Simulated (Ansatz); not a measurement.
The parent structure is Ta in the bcc (W type) structure (space group Im-3m, No. 229; a = 3.282 Å).

Structures relaxed with Ansatz (a first-principles code) PBEsol, scalar-relativistic without spin-orbit coupling, earlier PAW set.

Base:

Simulated powder pattern, Cu Kα1, λ = 1.54056 Å (kinematic, ideal powder, no thermal factors, no anomalous dispersion; the 14 strongest lines at most, above 2 %, up to 2θ = 90°):

```
2θ (°)  I/Imax (%)    hkl
------  ----------  -----
38.77          100  (110)
55.99           18  (200)
70.19           36  (211)
83.19           12  (220)
```

Modification: full substitution Ta → Fe; the structure is relaxed again.

How do the reflections move or split?


Simulated powder pattern, Cu Kα1, λ = 1.54056 Å (kinematic, ideal powder, no thermal factors, no anomalous dispersion; the 14 strongest lines at most, above 2 %, up to 2θ = 90°):

```
2θ (°)  I/Imax (%)    hkl
------  ----------  -----
46.02          100  (110)
67.12           14  (200)
85.23           28  (211)
```

The indices refer to each structure's own conventional cell; one index is shown for lines that coincide.

The magnetic state is the one reached from the starting moments; the real material's order can differ, and small cells can't hold many antiferromagnetic ones. Stability against distortions was not tested. Spin-polarised in the final run: Fe; the other runs are not.
